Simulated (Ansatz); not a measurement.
CdSe with two functionals, pressure 9 GPa

Take CdSe in the zinc blende structure (space group F-43m, No. 216; a = 6.1963 Å) as the base.

(Cell as relaxed with PBE.)

Levels (all Ansatz, a quantum-chemistry and plane-wave program, PAW): PBE (420 eV, no SOC); r2SCAN (500 eV, spin-orbit coupling left out).

Each level relaxes its own structure.

```json
[
 {"base": "volume per atom", "PBE": "29.74 Å³", "r2SCAN": "28.84 Å³"},
 {"base": "lattice parameter a", "PBE": "6.196 Å", "r2SCAN": "6.133 Å"},
 {"base": "band gap", "PBE": "0.49 eV", "r2SCAN": "1.04 eV"}
]
```

It is then changed as follows: cell and atoms relaxed at a pressure of 9 GPa.

```tsv
quantity	PBE	r2SCAN
lattice parameter a	5.906 Å	5.874 Å
gap character	direct at Γ	direct at Γ
hole mass (degenerate bands, along [100])	0.075, 0.59, 0.59 mₑ (at Γ)	0.11, 0.58, 0.58 mₑ (at Γ)
band gap	0.79 eV	1.32 eV
```

PBE's lattice parameter a lies 0.0326 Å above r2SCAN's (0.6 %); PBE's band gap lies 0.535 eV below r2SCAN's; the two agree on the gap character. Neither level is exact; r2SCAN is the comparison here, not a measurement.

Load acts through the strain it causes; cell and atoms are relaxed under it. Effective masses come from finite differences of ±0.01 Å⁻¹. Stability against distortions was not tested. Tetrahedral semiconductors of this kind turn to denser phases somewhere between about 1 and 50 GPa; those were not computed, so compressed cells here can lie past the real transition.
